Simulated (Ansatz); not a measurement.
Results of LDA (plane waves, PAW; Ansatz, a program for electronic structure) for TiS (P-6m2, No. 187; cell taken from a computed entry).

Run with plane-wave cutoff 520 eV, 18×18×18 k mesh, Fermi–Dirac smearing 0.05 eV, no spin polarisation, scalar-relativistic PAW data made under PBE.

Cell (relaxed at this level):

```
TiS
1.0
    3.19499     0.00000     0.00000
   -1.59749     2.76694     0.00000
    0.00000     0.00000     3.15901
Ti S
1 1
Direct
  0.66667   0.33333   0.00000
  0.00000   0.00000   0.50000
```

Predict the bulk modulus.


- bulk modulus: 165 GPa

Note: the run has no spin polarisation, so it can have missed a magnetic state; the bulk modulus is −V dP/dV from two relaxed cells at ±2 % in volume; the relaxation could not lower the start's symmetry, so the cell can be a saddle point above a distorted one.

The computed numbers hold no vibrational or temperature effects.
